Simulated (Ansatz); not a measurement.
Surface energy of faces of beta tin in PBE and in RPBE, in Ansatz (plane waves, PAW). Symmetric slabs relaxed with PBE from ideal cuts in 1x1 cells (the lowest computed cut and spin start of each face; real faces may reconstruct in larger cells); RPBE values are single points on them, with the bulk at the same level. No spin-orbit coupling, no U.

| face | PBE (J/m²) | RPBE (J/m²) |
|---|---|---|
| (100) | 0.42 | 0.33 |
| (101) | 0.38 | 0.29 |
| (110) | 0.51 | 0.39 |
| (210) | 0.39 | ? |
| (211) | 0.39 | 0.29 |
| (301) | 0.38 | 0.31 |
| (310) | 0.37 | 0.27 |
| (320) | 0.41 | 0.30 |
| (321) | 0.42 | 0.31 |

Q: Fit a straight line y = a·x + b by least squares to the 8 complete rows (x: PBE (J/m²); y: RPBE (J/m²)).

A: the means are x̄ = 0.4100 and ȳ = 0.3112; Σ(x − x̄)² = 0.014000 and Σ(x − x̄)(y − ȳ) = 0.010800, so a = 0.771 and b = ȳ − a·x̄ = -0.005. The largest residual is 0.022.

Q: What does the line predict for the withheld row, (210), and what did the calculation give?

A: the line gives 0.30; the calculation gave 0.29, a miss of -0.01, of the size of the fitted rows' scatter and rounding.

Ansatz is a quantum-chemistry and plane-wave program.
